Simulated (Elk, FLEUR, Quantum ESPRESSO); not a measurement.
**NdCu2Ge2 (I4/mmm, 5 atoms in the cell) computed with different codes at matched settings**

Self-consistent single point.

```
CELL_PARAMETERS angstrom
     -2.06871     2.06871     5.08282
      2.06871    -2.06871     5.08282
      2.06871     2.06871    -5.08282
ATOMIC_POSITIONS crystal
  Nd 0.00000 0.00000 0.00000
  Cu 0.75000 0.25000 0.50000
  Cu 0.25000 0.75000 0.50000
  Ge 0.62350 0.62350 0.00000
  Ge 0.37650 0.37650 0.00000
```
Moments meant for the start (each program seeds them in its own way; μB, in the order of the atoms Nd Cu Cu Ge Ge): 3.0 0.0 0.0 0.0 0.0.

All programs got the same cell, k-point mesh and kind of occupations, and the same starting moments (in FLEUR's words: jspins = 2; fermiSmearingEnergy = 0.00367493 Htr; mesh (inpgen div1-3) = 5 5 5); potentials, basis and cutoffs are each program's usual ones.

```csv
code,model,largest force (eV/Å),size of the net moment (μB/atom),cutoff
FLEUR,"PBEsol, all-electron FLAPW (FLEUR), scalar-relativistic valence",0.061,0.66,Kmax 3.8 1/bohr
Quantum ESPRESSO,"PBEsol, SSSP 1.1.2 efficiency (PBE) pseudopotentials",0.078,0.66,50 Ry
Elk,"PBEsol, all-electron FP-LAPW, Elk's shipped species files, LAPW+lo basis",–,0.67,rgkmax 7.5
```

A dash marks a value that a program does not give, or that is left out as unsure.

The spread over the programs that give each value: largest force within 0.017 eV/Å; size of the net moment within 0.01 μB/atom.

The starting cell comes from a database of computed structures (which also holds hypothetical and non-ambient phases and stackings), without a prior relaxation at this level. On FLEUR's run: Spin-orbit coupling is off. With one magnetic atom in the cell only a parallel order is possible. With U or open f shells several self-consistent states can exist. The f electrons are in the valence without U or exact exchange, which can misplace them near the Fermi level. Spin-orbit terms, which matter for f shells, are left out. Values depend on the basis (sphere radii, cutoffs, local orbitals), which need not be converged.

Problem. Why do the programs differ, and what cannot be compared?

Solution. Differences of this kind can come from the potentials, where these differ, and from what each basis and cutoff leave unconverged. The valence holds different numbers of electrons (FLEUR 64, Quantum ESPRESSO 80). The zero of total energies and Fermi levels follows the potentials and each program's conventions, so they are not compared here. FLEUR and Elk treat all electrons, but the usual bases taken here (sphere radii, linearisation, local orbitals, empty states) were not tested for convergence, so the values are no reference for the others. Site moments depend on each program's spheres or projections; the total moment of the cell does not.

Left out of this page: Ansatz (unsound by tests on forces, stress, charge or solver warnings).
